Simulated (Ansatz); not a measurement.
**A self-consistent single point of Li3Cd (I4/mmm, 4 atoms in the cell) with Ansatz (a program for electronic structure)**

Method: LDA (PW92), default PAW files made with PBE (plane waves; Ansatz).

Input:

Ansatz 0.2 input:
```yaml
crystal:
  lattice:
    - [-2.145377, 2.145377, 3.973264]
    - [2.145377, -2.145377, 3.973264]
    - [2.145377, 2.145377, -3.973264]
  atoms:
    - { symbol: Li, position: [0.750000, 0.250000, 0.500000] }
    - { symbol: Li, position: [0.250000, 0.750000, 0.500000] }
    - { symbol: Li, position: [0.500000, 0.500000, 0.000000] }
    - { symbol: Cd, position: [0.000000, 0.000000, 0.000000] }
basis:
  ecutwfc: 420.0
kpoints:
  mp_grid: { grid: [11, 11, 11] }
hamiltonian:
  xc: lda
  pseudopotentials: { kind: paw }
scf:
  occupations: { method: fermi_dirac, width: 0.1 }
output:
  forces: true
  eigenvalues: true
  stress: true
```

Output, abridged:

```
WARN ansatz: RAYON_NUM_THREADS=1 ignored (pool sized by the plan → 1); use --threads N
Pseudopotentials: kind: paw
Pseudopotential: Li, paw, valence charge 3
Pseudopotential: Cd, paw, valence charge 20
Crystal: 4 atoms, lattice volume = 73.150 Å³
Basis set: ecut = 420 eV, 1429 PW (Γ)
Bands: 19, of which v1, the nominal top of the filled ones, is band 15 counted from 1 (14 counted from 0)
Symmetry: 16 space group operations
Space group: I4/mmm (ITA 139), of the structure as read, at distance tolerance 4.2e-5 Å
k-points: 126 of 1331
PAW frozen core: Cd, regenerated for the run's functional, and the local potential with it
Initial density: superposition of atomic densities (neutral atoms: chi_scale 0, normalization atom), corrected by the library's trained network
Initial wavefunctions: pseudopotential atomic-orbital guess
Eigensolver: davidson
Functional: x = slater, c = lda
SCF iter   1: F=—  HF=-8723.598178 eV  |F-HF|=—  |Δ(HF+E_count)|=         —  Δρ=6.76e-3  dr2=1.69e-2  ethr=1.77e-3  ⟨swp⟩=4.6  Hψ=9981  notcnv=0
all-band conjugate gradients solve this SCF's bands
preconditioner: auto → Kerker (q_TF=auto, 2.338 Å⁻¹)
SCF iter   2: F=—  HF=-8723.582016 eV  |F-HF|=—  |Δ(HF+E_count)|=   1.62e-2  Δρ=2.69e-3  dr2=3.15e-3  ethr=5.83e-5  ⟨swp⟩=2.0  Hψ=4663  notcnv=0
SCF iter   3: F=—  HF=-8723.579074 eV  |F-HF|=—  |Δ(HF+E_count)|=   2.94e-3  Δρ=7.14e-4  dr2=4.89e-4  ethr=1.09e-5  ⟨swp⟩=2.0  Hψ=3716  notcnv=0
SCF iter   4: F=—  HF=-8723.578955 eV  |F-HF|=—  |Δ(HF+E_count)|=   1.19e-4  Δρ=2.60e-4  dr2=1.20e-4  ethr=1.69e-6  ⟨swp⟩=2.2  Hψ=3060  notcnv=0
SCF iter   5: F=—  HF=-8723.578913 eV  |F-HF|=—  |Δ(HF+E_count)|=   4.15e-5  Δρ=5.27e-5  dr2=1.60e-6  ethr=4.14e-7  ⟨swp⟩=2.0  Hψ=2733  notcnv=0
SCF iter   6: F=—  HF=-8723.578900 eV  |F-HF|=—  |Δ(HF+E_count)|=   1.33e-5  Δρ=9.62e-6  dr2=1.08e-7  ethr=5.52e-9  ⟨swp⟩=2.6  Hψ=3863  notcnv=0
SCF iter   7: F=-8723.578900 eV  HF=-8723.578900 eV  |F-HF|=5.47e-9  |Δ(HF+E_count)|=   1.62e-8  Δρ=2.73e-6  dr2=1.13e-8  ethr=3.45e-10  ⟨swp⟩=3.8  Hψ=6522  notcnv=0
SCF 1 converged in 7 iterations: F = -8723.578900 eV  dr2 = 1.13e-8
SCF converged after 7 iterations
Free energy (F): -8723.578900 eV
Harris-Foulkes:  -8723.578900 eV  (|F-HF|=5.47e-9)
Internal energy: -8723.527213 eV  (E = F + TS)
E sigma→0 (E₀):  -8723.553056 eV
Entropy (-TS):   -0.051687 eV (-12.922 meV/atom)
Fermi energy:    5.036500 eV
--- Per-component energies (eV) ---
  E_band       = -808.073817
  E_kinetic    = 569.961143
  E_local      = -4527.117762  (includes V_loc(G=0)·N_el)
  E_nonlocal   = -60.779383
  E_hartree    = 2022.081305
  E_xc         = -206.599124
  E_vxc        = -261.888447  (∫ρ·V_xc dr)
  E_paw        = -4000.768323  (= ΣΔE_a)
  E_vpaw       = -572.410471  (= ΣTr[D̂ρ^β])
  E_aug_tail   = 0.000067  (compensation charges beyond the density's cutoff)
  E_ewald      = -2521.071707
  E_core_change = 0.766569  (= ΣΔE_core)
  E_smearing   = -0.051687  (= −TS)
  E_closure    = 0.000000  (closes the sum)
  Σ components = -8723.578900   (vs F -8723.578900, Δ=0.00e0)
--- Forces (eV/Å), atoms counted from 1 ---
  atom   1  Li    -0.00000000     0.00000000     0.00000000
   [... zero for the other atoms too ...]
  max |Σ_I F_I| component: 1.39e-17 eV/Å
--- Stress (GPa, compression-positive) ---
       -2.214211       0.000000      -0.000000
        0.000000      -2.214211      -0.000000
       -0.000000      -0.000000      -2.236385
  P = ⅓ Tr σ = -2.2216 GPa (-22.216 kbar)
  The stress holds the Pulay correction. Without it, at fixed plane waves, as pw.x and ABINIT print it: P = -2.2320 GPa
--- Band table (eV; the first three rows and the last of 126) ---
  k-point 0: bands = ["-97.3961", "-58.5156", "-58.5156", "-58.5079", "-40.3865", "-40.1977", "-40.1834", "-3.5310", "-3.4765", "-3.4765", "-3.4509", "-3.4218", "-0.5299", "6.8785", "8.0196", "8.0196", "8.9277", "8.9277", "9.1238"]
  k-point 1: bands = ["-97.3961", "-58.5156", "-58.5156", "-58.5079", "-40.3863", "-40.1971", "-40.1840", "-3.5188", "-3.4786", "-3.4765", "-3.4471", "-3.4290", "-0.4240", "6.9405", "7.2641", "7.7205", "7.7426", "8.9110", "10.2670"]
  k-point 2: bands = ["-97.3961", "-58.5157", "-58.5157", "-58.5079", "-40.3860", "-40.1958", "-40.1856", "-3.4848", "-3.4841", "-3.4757", "-3.4531", "-3.4318", "-0.1055", "6.1985", "6.3543", "7.1203", "7.6560", "8.8693", "9.3375"]
  k-point 125: bands = ["-97.3961", "-58.5156", "-58.5156", "-58.5079", "-40.3851", "-40.1983", "-40.1840", "-3.5178", "-3.4632", "-3.4342", "-3.4302", "-3.4187", "0.7244", "2.7797", "5.4191", "5.8620", "9.0622", "10.5125", "13.4654"]
```

The run converged in 7 iterations.

The starting cell comes from a database of computed structures (which also holds hypothetical and non-ambient phases and stackings), without a prior relaxation at this level. Its lattice was rescaled by up to half a per cent. Ansatz's pressure includes its estimate of the finite-basis (Pulay) stress.
